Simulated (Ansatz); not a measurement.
The starting structures come from a database of crystals and need not be the phases stable at ambient conditions.

Tunnelling through a barrier is set by its complex band structure: the current falls as exp(−2κd) with the smallest κ.

```
YF3
1.0
    4.35540     0.00000     0.00000
    0.00000     6.85620     0.00000
    0.00000     0.00000     6.38818
Y F
4 12
Direct
  0.06330   0.75000   0.63083
  0.93670   0.25000   0.36917
  0.56330   0.25000   0.86917
  0.43670   0.75000   0.13083
  0.61864   0.43706   0.16554
  0.38136   0.56294   0.83446
  0.11864   0.56294   0.33446
  0.88136   0.43706   0.66554
  0.88136   0.06294   0.66554
  0.11864   0.93706   0.33446
  0.38136   0.93706   0.83446
  0.61864   0.06294   0.16554
  0.41402   0.25000   0.52183
  0.58598   0.75000   0.47817
  0.91402   0.75000   0.97817
  0.08598   0.25000   0.02183
```

Space group of this cell: Pnma. The cell is taken as given.

Transport runs along the normal of the first two printed cell vectors.

The gap is the functional's own, uncorrected, and κ follows it; spin-orbit coupling is left out. Mid-gap values are interpolated between the computed energies.

Q: Give the band gap and the smallest decay constant κ at mid-gap that r2SCAN in Ansatz (a quantum-chemistry and plane-wave program) yields.

A: Gap 8.70 eV on a 8×6×6 mesh; κ = 0.582 1/Å, at the zone centre.
